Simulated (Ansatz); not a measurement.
**Formation energy of the neutral V_O in HfO2 (P2₁/c): levels of theory**

We look at the formation energy of the neutral V_O in HfO2 (P2₁/c). Reaction: 32 HfO2 (P2₁/c) → cell A + 1/2 O2 (gas).

A: a supercell of 96 sites of HfO2 (P2₁/c) with one empty O site amid 4 Hf; spin state with PBE: run without spin.

Ansatz (a first-principles code) with PAW potentials; structures come from PBE relaxations, nuclei static, no net charge. Ansatz runs with its default PAW set. Other levels take these structures. The lattices are those relaxed with PBE, so at other levels the solids can be strained, which adds to the spread. Larger cells are relaxed from a start prepared with the learned potential CHGNet till forces fall under 0.03 eV/Å, which some starts already meet. A dispersion term (D3(BJ), or D4 for r2SCAN) was computed beside these levels and is taken off wherever the name lacks it. Spin-orbit coupling is left out. Mesh and cell size may move defect energies by 0.1 eV or more. The value holds for the reservoirs listed; other chemical potentials shift it.

```json
[
 {"Method": "PBE", "value (eV)": "6.19"},
 {"Method": "PBE+D3(BJ)", "value (eV)": "(withheld)"},
 {"Method": "RPBE", "value (eV)": "(withheld)"},
 {"Method": "r2SCAN+D4", "value (eV)": "6.91"}
]
```

**Question.** Some entries are withheld; supply them.

**Answer.** 
- PBE+D3(BJ), value (eV): 6.41
- RPBE, value (eV): 5.83

The levels shown span 1.08 eV, from RPBE (5.83) to r2SCAN+D4 (6.91).

Rough cost of one single point on HfO2 (P2₁/c), against RPBE's on the same shared machine and with each level's own mesh and cutoff: r2SCAN within a factor of 2.
